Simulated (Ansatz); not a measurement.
Start from Si in the diamond structure (space group Fd-3m, No. 227).

```
CELL_PARAMETERS angstrom
      0.00000     2.70105     2.70105
      2.70105     0.00000     2.70105
      2.70105     2.70105     0.00000
ATOMIC_POSITIONS crystal
  Si 0.00000 0.00000 0.00000
  Si 0.25000 0.25000 0.25000
```

Computed with plane-wave PAW DFT at the LDA level (Ansatz, an electronic-structure program, 420 eV), no spin-orbit coupling.

One change was made to it. Results:

| quantity | base | after |
|---|---|---|
| band gap | 0.45 eV | 0.21 eV |
| shortest interatomic distance | 4.420 bohr | 4.246 bohr |
| density | 2.37 g/cm³ | 2.67 g/cm³ |

Name the change that was made.
A. pressure −2 GPa
B. pressure 30 GPa
C. pressure −1 GPa
D. pressure 15 GPa
E. pressure 4.5 GPa

D, pressure 15 GPa. For comparison, the band gap in the other runs: pressure 30 GPa gives zero; pressure −1 GPa gives 0.46 eV; pressure −2 GPa gives 0.48 eV; pressure 4.5 GPa gives 0.37 eV.

Load acts through the strain it causes; cell and atoms are relaxed under it. Whether these cells are dynamically stable was not tested. Measured, Si leaves this structure (for the β-tin structure) near 12 GPa (room temperature; as listed in arXiv:1906.07825). Gaps under 0.05 eV, about the width of the smearing, are given as zero. The zero or small gap of Si under pressure 15 GPa and Si under pressure 30 GPa can change with the level of theory.
